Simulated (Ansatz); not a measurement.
# SiO2 under a change: biaxial strain −1.80 %, plane normal [001], relaxed out of plane

Take SiO2 in the rutile structure (space group P4_2/mnm, No. 136; a = 4.236 Å, c = 2.690 Å) as the base. Axes: x, y, z lie along a, b, c of the conventional cell.

Perturbation: biaxial strain −1.80 %, plane normal [001], relaxed out of plane (Cartesian); in-plane vectors clamped, the third vector and the atoms free.

Level of theory: PBE (Ansatz, a quantum-chemistry and plane-wave program; PAW; 420 eV plane waves; no spin-orbit coupling). k-mesh 8×8×12 (Γ-centred); smearing 0.05 eV (Fermi–Dirac).

| quantity | base | changed | shift |
|---|---|---|---|
| volume per atom | 8.05 Å³ | 7.84 Å³ | -0.21 Å³ |
| space group | P4_2/mnm (No. 136) | P4_2/mnm (No. 136) | – |
| shortest interatomic distance | 1.774 Å | 1.777 Å | +0.0036 Å |
| pressure (mean of the normal stresses, compression positive) | 0.01 GPa | 6.25 GPa | +6.24 GPa |
| band gap | 5.04 eV | 5.33 eV | +0.29 eV |
| gap character | direct at Γ | direct at Γ | – |
| width of the top valence band | 2.56 eV | 2.62 eV | +0.06 eV |
| electron mass | 0.36 mₑ along c, 0.45 mₑ across (at Γ) | 0.36 mₑ out of plane, 0.48 mₑ in plane (at Γ) | – |
| hole mass | 1.9 mₑ along c, 1.1 mₑ across (at Γ) | 1.6 mₑ out of plane, 1.1 mₑ in plane (at Γ) | – |
| valence-band top at Γ (three highest levels, from the VBM) | 0.00, -0.85, -0.85 eV | 0.00, -0.86, -0.86 eV | – |
| out-of-plane strain | – | +0.98 % | – |
| ratio −ε⊥/ε∥ | – | 0.55 | – |
| mean in-plane stress (compression positive) | – | +9.4 GPa | – |

Final structure (turned so that z lies along the plane normal):

```yaml
crystal:
  lattice:
    - [4.15983, 0.00000, 0.00000]
    - [0.00000, 4.15983, 0.00000]
    - [0.00000, 0.00000, 2.71694]
  atoms:
    - { symbol: Si, position: [0.00000, 0.00000, 0.00000] }
    - { symbol: Si, position: [0.50000, 0.50000, 0.50000] }
    - { symbol: O, position: [0.30515, 0.30515, 0.00000] }
    - { symbol: O, position: [0.80515, 0.19485, 0.50000] }
    - { symbol: O, position: [0.19485, 0.80515, 0.50000] }
    - { symbol: O, position: [0.69485, 0.69485, 0.00000] }
```

Effective masses come from finite differences of ±0.01 Å⁻¹. Stability against distortions was not tested.
